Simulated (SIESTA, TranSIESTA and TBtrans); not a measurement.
System: Pd chain with one Rh atom in place of Pd. Leads: straight Pd chain, spacing 2.65 Å. Geometry: 3 atoms about the centre moved by SIESTA (PBE, DZP) to a largest force of 0.02 eV/Å, all others as built, motion along the axis alone. Transport runs along z; the first 4 and the last 4 of the 15 atoms are the lead cells, repeated to infinity.

```xyz
15
Lattice="9.000 0.000 0.000 0.000 9.000 0.000 0.000 0.000 39.400" Properties=species:S:1:pos:R:3 pbc="F F T"
Pd     4.500     4.500     0.000
Pd     4.500     4.500     2.650
Pd     4.500     4.500     5.300
Pd     4.500     4.500     7.950
Pd     4.500     4.500    10.600
Pd     4.500     4.500    13.250
Pd     4.500     4.500    15.883
Rh     4.500     4.500    18.374
Pd     4.500     4.500    20.869
Pd     4.500     4.500    23.500
Pd     4.500     4.500    26.150
Pd     4.500     4.500    28.800
Pd     4.500     4.500    31.450
Pd     4.500     4.500    34.100
Pd     4.500     4.500    36.750
```
Starting moments (μB): atom 5 +0.7, atom 6 +0.7, atom 7 +0.7, atom 8 +1.5, atom 9 +0.7, atom 10 +0.7, atom 11 +0.7; lead atoms +0.7 (left) and +0.7 (right).

Run with TranSIESTA and TBtrans (open boundaries, self-consistent; PseudoDojo norm-conserving potentials, scalar-relativistic): Spin polarized, PAO.BasisSize DZP, PAO.EnergyShift 0.15 eV, XC.Authors PBE, Mesh.Cutoff 200 Ry, ElectronicTemperature 300 K, TS.Voltage 0.0 eV, TBT.Elecs.Eta 0.001 eV.

Energies count from the leads' Fermi level. Transmissions are for each spin. The energy step is 0.01 eV; narrower resonances are cut or missed.

```csv
E (eV),T up,T down
-0.20,0.990,2.60
-0.15,0.969,2.85
-0.10,0.965,2.83
-0.05,0.964,2.88
0.00,0.964,2.89
0.05,0.965,2.86
0.10,0.966,2.80
0.15,0.967,2.69
0.20,0.969,2.49
```

### Question
Give the zero-bias conductance in μS and the resistance at 300 K.

### Answer
At the Fermi level the mean of both spins is (0.964 + 2.89)/2 = 1.93. Averaged with −∂f/∂E over the full grid (kT = 25.9 meV) it is 1.92. With G0 = 2e²/h = 77.48 μS, G = 149 μS and R = 1/G = 6.71 kΩ.

### Question
The eigenchannels at the Fermi level (both spins) transmit 0.964, 0.946, 0.684, 0.684, 0.574. What Fano factor of the shot noise follows at low temperature and bias?

### Answer
F = Σ τ(1 − τ)/Σ τ = 0.763/3.85 = 0.20.

The magnetic order of the leads was set by the start, and no other order was tried; the separate lead runs end at 0.74 (left) and 0.74 (right) μB an atom. The straight chain is held at its spacing; free chains may zigzag or dimerise.
